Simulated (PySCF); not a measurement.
PySCF 2.14.0, B3LYP/def2-svp, df: Ti(OH)(Me)3 ([CH3][Ti]([CH3])([CH3])[OH]), 15 atoms. The geometry is a generated start, not checked to be a minimum at this level.

```
Quantity                      Result
-------------------  ---------------
task                          energy
method                         b3lyp
basis                       def2-svp
two-electron scheme  density fitting
mol.max_memory               3000 MB
mf.max_cycle                     100
mf.init_guess        minao (default)
mf.DIIS              CDIIS (default)
mf.diis_space            8 (default)
mf.conv_tol          1e-09 (default)
mf.grids.level           3 (default)
basis functions                  137
grid points                   175424
```

```xyz
15

Ti     0.3225     0.1416    -0.3080
O      1.5186     0.7127    -1.3966
H      2.2024     1.1301    -1.9218
C      1.1180    -0.8422     1.3371
H      1.7645    -0.1869     1.9389
H      1.7216    -1.7107     1.0344
H      0.3145    -1.2103     1.9961
C     -1.0245    -1.1971    -1.1464
H     -1.8175    -0.6807    -1.7080
H     -1.5126    -1.7952    -0.3589
H     -0.5374    -1.8992    -1.8386
C     -0.8451     1.6662     0.4776
H     -0.2640     2.3317     1.1327
H     -1.6734     1.2509     1.0753
H     -1.2876     2.2890    -0.3137
```

Charge 0 and multiplicity 1 are set for this test and not shown to be the ground state.

One run each on 2 threads, 1 BLAS thread. Values of level_shift (Hartree) tried: 0 (default), 0.1, 0.3, 1.

### Question
How does the count of Fock builds change with level_shift (Hartree), and where is it least?

### Answer
Fewest Fock builds, within one of each other: 0 (default) with 14, 0.1 with 15. The count rises to 40 at 1. All converge to one solution.

| level_shift (Hartree) | Fock builds | end |
|---|---|---|
| 0 (default) | 14 | same solution |
| 0.1 | 15 | same solution |
| 0.3 | 20 | same solution |
| 1 | 40 | same solution |
